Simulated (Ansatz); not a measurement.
Base system: HfO₂ in the CdI2 type structure (space group P-3m1, No. 164; a = 3.2085 Å, c = 4.5149 Å; a hypothetical phase, not in the database extracts checked; layered, stacked along the Cartesian z axis).

Now apply this change: a free-standing slab of 2 layers (6 atoms, 3 a layer) is cut normal to the stacking axis, with 15 Å of vacuum and the in-plane cell relaxed.

Levels (all Ansatz, a program for electronic structure, PAW): PBEsol-D3(BJ) (420 eV, no spin-orbit coupling); r2SCAN (500 eV, no spin-orbit coupling); HSE06 (420 eV, scalar-relativistic without spin-orbit coupling).

One geometry, relaxed with PBEsol-D3(BJ), under each level:

```json
[
 {"level": "PBEsol-D3(BJ)", "band gap": "4.67 eV", "lowest conduction level above the VBM at special points": "M 4.67 eV; K 4.83 eV; Γ 5.11 eV"},
 {"level": "r2SCAN", "band gap": "___", "lowest conduction level above the VBM at special points": "___"},
 {"level": "HSE06", "band gap": "6.40 eV", "lowest conduction level above the VBM at special points": "M 6.40 eV; K 6.60 eV; Γ 6.91 eV"}
]
```

### Question
Give the withheld r2SCAN results.

### Answer

- r2SCAN, band gap: 5.26 eV
- r2SCAN, lowest conduction level above the VBM at special points: M 5.26 eV; K 5.41 eV; Γ 5.72 eV

Single points use the geometry relaxed with PBEsol-D3(BJ). HSE06 was sampled on its mesh, a few special points and the semilocal edge points, so its gap is an upper bound. Spin-orbit coupling, missing from the scalar runs, can matter with Hf. No phonon test of stability was made.
